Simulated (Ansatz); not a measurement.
Pyrite PtAs2, treated with PBE-D4 (PAW; Ansatz, a first-principles code).

Settings: plane-wave cutoff 520 eV, 6×6×6 k mesh, Fermi–Dirac smearing 0.01 eV, scalar-relativistic PAW data made under PBE.

Response to compression and expansion:

Shape and atoms are relaxed at each volume.

```
V (Å³/atom)  P (GPa)  direct gap at Γ (eV)  smallest gap on the k mesh (eV)
-----------  -------  --------------------  -------------------------------
17.234          6.84                 1.778                            0.432
17.593          3.21                 1.698                            0.339
17.952          0.00                 1.622                            0.252
18.311         -2.84                 1.551                            0.170
18.670         -5.36                 1.483                            0.092
```

The fundamental gap (0.21 eV at the equilibrium volume, with added k points) lies elsewhere than Γ–Γ.

Note: the bulk modulus comes from volumes at which shape and atoms were relaxed.

Spin–orbit coupling is not included; it can close the smallest gap of 0.21 eV.
